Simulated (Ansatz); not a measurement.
## A computed series for KTaO3: response to strain

Base system: KTaO$_{3}$ in the cubic perovskite structure (space group Pm-3m, No. 221; a = 3.9520 Å). Axes: x, y, z lie along the cube axes.

Strains are applied to the cell and any free atomic positions relax.

The values are results of DFT with LDA, PAW potentials and a 420 eV plane-wave cutoff in Ansatz (a program for electronic structure), no SOC, not measurements.

Notes on the quantities. energy relative to the base: free energy F.

| change | smallest direct gap | band gap | energy relative to the base |
|---|---|---|---|
| base | 2.73 eV | 2.13 eV | 0 meV/atom |
| tensor shear ε_xy = +2.00 % | 2.56 eV | 2.04 eV | +6.3 meV/atom |
| tensor shear ε_xy = +0.33 % | 2.70 eV | 2.12 eV | +0.2 meV/atom |
| tensor shear ε_xy = +1.67 % | 2.59 eV | 2.06 eV | +4.4 meV/atom |
| tensor shear ε_xy = +1.33 % | 2.62 eV | 2.08 eV | +2.8 meV/atom |
| tensor shear ε_xy = +0.67 % | [?] | [?] | [?] |
| tensor shear ε_xy = +1.00 % | 2.65 eV | 2.09 eV | +1.6 meV/atom |

### Question
Complete the table.

### Answer

- tensor shear ε_xy = +0.67 %, smallest direct gap: 2.68 eV
- tensor shear ε_xy = +0.67 %, band gap: 2.10 eV
- tensor shear ε_xy = +0.67 %, energy relative to the base: +0.7 meV/atom

Spin-orbit coupling, missing from the scalar runs, can matter with Ta. Stability against distortions was not tested.
